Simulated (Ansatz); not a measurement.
## Pressure series in Ti3Al

Base system: Ti3Al (space group P6_3/mmc, No. 194; a = 5.7553 Å, c = 4.6546 Å).

Cell and atoms are relaxed at each pressure.

Computed with PBE (Ansatz, an electronic-structure program), no spin-orbit coupling, earlier PAW set.

Notes on the quantities. enthalpy: H = E + PV relative to the base's energy.

| variant | lattice parameter a | enthalpy |
|---|---|---|
| base | 5.755 Å | – |
| pressure −2 GPa | 5.792 Å | -0.21 eV/atom |
| pressure −1 GPa | 5.773 Å | -0.10 eV/atom |
| pressure 1.8 GPa | 5.725 Å | +0.19 eV/atom |
| pressure 4.2 GPa | 5.687 Å | +0.43 eV/atom |
| pressure 9 GPa | … | +0.90 eV/atom |
| pressure 18 GPa | 5.510 Å | +1.75 eV/atom |
| pressure 30 GPa | 5.393 Å | +2.82 eV/atom |
| pressure 45 GPa | 5.275 Å | +4.08 eV/atom |
| pressure 60 GPa | 5.179 Å | +5.26 eV/atom |

Problem. Fill in the withheld entries from the trend.

Solution. 
- pressure 9 GPa, lattice parameter a: 5.618 Å

Load acts through the strain it causes; cell and atoms are relaxed under it. No phonon test of stability was made. No other phases were tried under pressure. All final runs are without spin polarisation.
